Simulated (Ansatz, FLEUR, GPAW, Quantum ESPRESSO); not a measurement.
Code comparison for Cu3Sn (P1, 8 atoms in the cell)

Self-consistent single point, at a second geometry (atoms moved at random). First geometry:

```
Cu3Sn
1.0
    4.32369     0.00000     0.00000
    0.00000     5.43252     0.00000
    0.00000     0.00000     4.76457
Cu Sn
6 2
Direct
  0.50000   0.00000   0.30100
  0.00000   0.50000   0.69900
  0.00000   0.75052   0.15581
  0.00000   0.24948   0.15581
  0.50000   0.74948   0.84419
  0.50000   0.25052   0.84419
  0.50000   0.50000   0.34118
  0.00000   0.00000   0.65882
```

Second geometry:
```xyz
8
Lattice="4.3237 0.0000 0.0000 0.0000 5.4325 0.0000 0.0000 0.0000 4.7646" Properties=species:S:1:pos:R:3 pbc="T T T"
Cu     2.2258     0.0395     1.4095
Cu    -0.0344     2.6515     3.3431
Cu    -0.0387     4.0958     0.7438
Cu    -0.0339     1.3922     0.7130
Cu     2.1809     4.0070     3.9782
Cu     2.1260     1.3641     4.0742
Sn     2.2577     2.7048     1.6303
Sn    -0.0360     0.0426     3.1662
```

Shared settings, as Ansatz (a program for electronic structure) writes them: kpoints.mp_grid.grid = 4 3 4; scf.occupations.method = fermi_dirac; scf.occupations.width = 0.1 eV. Potentials and cutoffs stand in the table.

```tsv
code	model	ΔF from the first geometry (meV/atom)	pressure (GPa)	largest force (eV/Å)	cutoff
GPAW	PBEsol, GPAW PAW datasets PBEsol (made by gpaw-setup)	20.9	-0.36	1.075	800 eV
Ansatz	PBEsol, PAW files made with PBE	20.2	-0.76	1.068	default
Quantum ESPRESSO	PBEsol, PSlibrary PAW (PBE) pseudopotentials	20.6	-1.48	1.091	55 Ry
FLEUR	PBEsol, all-electron FLAPW (FLEUR), scalar-relativistic valence	20.4	–	–	Kmax 4 1/bohr
```

Size of the force on each atom (eV/Å): Sizes of forces hide their directions.

```tsv
code	Cu1	Cu2	Cu3	Cu4	Cu5	Cu6	Sn7	Sn8
GPAW	0.586	0.665	0.589	0.665	0.421	0.304	1.075	0.733
Ansatz	0.562	0.649	0.577	0.642	0.416	0.275	1.068	0.731
Quantum ESPRESSO	0.570	0.661	0.587	0.652	0.423	0.277	1.091	0.747
```

A dash marks a value that a program does not give, or that is left out as unsure.

On Ansatz's run: spin polarisation is off.

The spread over the programs that give each value: ΔF from the first geometry within 0.7 meV/atom; pressure within 1.12 GPa; largest force within 0.023 eV/Å.

FLEUR treats all electrons, but the usual bases taken here (sphere radii, linearisation, local orbitals, empty states) were not tested for convergence, so the values are no reference for the others. Ansatz's pressure is given at a fixed set of plane waves, as the other plane-wave codes print theirs; with its correction for the finite basis it is -0.68 GPa.

The shared mesh is coarse (it stands for a supercell whose shortest vector is 16 Å), so the values are not converged in it.

The starting cell comes from a database of computed structures (which also holds hypothetical and non-ambient phases and stackings), without a prior relaxation at this level. For this run, on top of that: atoms moved at random.

Left out of this page: CP2K (unsound by tests on forces, stress, charge or solver warnings).

Keys are those of Ansatz 0.2.
